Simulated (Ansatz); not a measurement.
L1₂ (Cu3Au-type) Ni3Al, treated with revPBE (Ansatz, a first-principles code, PAW).

Numerical settings: plane-wave cutoff 520 eV, 16×16×16 k mesh, Fermi–Dirac smearing 0.05 eV, spin-polarised with parallel moments, scalar-relativistic PAW data made under PBE.

Computed at the level's own relaxed cell.

Estimate the equilibrium volume per atom, bulk modulus, lattice constant a and pressure derivative B′ of the bulk modulus that the calculation returns.


- equilibrium volume per atom = 11.56 Å³/atom
- bulk modulus = 171 GPa
- lattice constant a = 3.590 Å
- pressure derivative B′ of the bulk modulus = 4.6

The run finds no gap.

Measured, for comparison: equilibrium volume per atom 11.39 Å³/atom, lattice constant a 3.572 Å (temperature not stated, no zero-point or thermal correction; as tabulated in Tensorial elastic properties and stability of interface states associated with …); bulk modulus 174 GPa (temperature not stated, no zero-point or thermal correction; as tabulated in Zarkevich et al. (2023), arXiv:2304.06869). Computed (rounded) less measured: equilibrium volume per atom +1.5 %, bulk modulus -2 %, lattice constant a +0.5 %.

Computed values are for the static lattice.
